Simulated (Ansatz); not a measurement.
**ZrGe2 (model structure, started from the AlB2 type, P6/mmm, No. 191, 3 atoms in the cell)**

Computed with PBEsol (plane waves, PAW; Ansatz, an electronic-structure program).

Run with plane-wave cutoff 500 eV, 12×12×8 k mesh (along the axes of the cell as run), Fermi–Dirac smearing 0.05 eV, scalar-relativistic PAW data made under PBE.

Cell (relaxed at this level):

Space group P6/mmm (No. 191); a = 4.314 Å, b = 4.314 Å, c = 3.450 Å, α = 90.00°, β = 90.00°, γ = 120.00°

| atom | site | symmetry | x | y | z |
|---|---|---|---|---|---|
| Zr | 1a | 6/mmm | 0.0000 | 0.0000 | 0.0000 |
| Ge | 2d | -6m2 | 0.3333 | 0.6667 | 0.5000 |

```json
{
 "band_gap": "none"
}
```

Note: the relaxation could raise the start's symmetry but not lower it, so the cell can be a saddle point.

Spin–orbit coupling is not included.

The computed numbers hold no vibrational or temperature effects.

A model structure was made by putting elements into a prototype or built by hand; it is no filed structure, need not be a known phase, and can be a saddle point held by its symmetry.
